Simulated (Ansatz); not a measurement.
**What pressure 30 GPa does to PbO2**

Start from PbO₂ in the rutile structure (space group P4_2/mnm, No. 136; a = 5.082 Å, c = 3.444 Å).

Perturbation: a hydrostatic pressure of 30 GPa.

Computed with Ansatz (a first-principles code), PBE, PAW, cutoff 420 eV, scalar-relativistic without spin-orbit coupling. k-mesh 9×9×14 (Γ-centred); smearing 0.05 eV (Fermi–Dirac).

The volume per atom shrinks by 2.365 Å³, from 14.82 Å³ to 12.46 Å³ and the density increases by 1.70 g/cm³, from 8.93 g/cm³ to 10.63 g/cm³. The lattice parameter a shrinks by 0.3985 Å (5.082 Å → 4.683 Å) and the c/a ratio goes up by 0.050 (0.678 → 0.728). The shortest interatomic distance falls by 0.168 Å (2.207 Å → 2.039 Å) and the enthalpy H = E + PV relative to the base's energy is +2.52 eV/atom. The band gap stays zero.

Final structure:

```yaml
crystal:
  lattice:
    - [4.68314, 0.00000, 0.00000]
    - [0.00000, 4.68314, 0.00000]
    - [0.00000, 0.00000, 3.40759]
  atoms:
    - { symbol: Pb, position: [0.00000, 0.00000, 0.00000] }
    - { symbol: Pb, position: [0.50000, 0.50000, 0.50000] }
    - { symbol: O, position: [0.30784, 0.30784, 0.00000] }
    - { symbol: O, position: [0.80784, 0.19216, 0.50000] }
    - { symbol: O, position: [0.19216, 0.80784, 0.50000] }
    - { symbol: O, position: [0.69216, 0.69216, 0.00000] }
```

Cost of the whole job for the changed cell (relaxation, final SCF and bands): around 2.8 core-minutes (rough).

Spin-orbit coupling, missing from the scalar runs, can matter with Pb. Load acts through the strain it causes; cell and atoms are relaxed under it. No phonon test of stability was made. No other phases were tried under pressure. All final runs are without spin polarisation. The zero or small gap of PbO2 can change with the level of theory.
